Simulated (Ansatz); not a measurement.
**What tensor shear ε_xy = +1.71 % does to Ir**

Consider Ir in the fcc (Cu type) structure (space group Fm-3m, No. 225; a = 3.812 Å; relaxed with 0.1 eV smearing). Axes: x, y, z lie along the cube axes.

One thing is altered: a pure shear with ε_xy = ε_yx = 0.0171, atoms relaxed at fixed cell.

Level of theory: LDA (Ansatz, a first-principles code; PAW; 420 eV plane waves; without spin-orbit coupling). Γ-centred 30×30×30 mesh, Fermi–Dirac width 0.1 eV.

| quantity | base | changed | shift |
|---|---|---|---|
| space group | Fm-3m (No. 225) | Immm (No. 71) | – |
| shortest interatomic distance | 2.695 Å | 2.649 Å | -0.046 Å |
| energy relative to the base (free energy F) | 0 meV/atom | +15 meV/atom | +15 meV/atom |
| pressure (mean of the normal stresses, compression positive) | 0.0 GPa | 0.6 GPa | +0.6 GPa |
| band gap | zero | zero | – |
| stress (xx, yy, zz, yz, xz, xy; compression positive) | – | (0.9, 0.9, 0.0, 0.0, 0.0, -10.0) GPa | – |

The cells carry an imposed strain or load. Stability against distortions was not tested. All final runs are without spin polarisation.
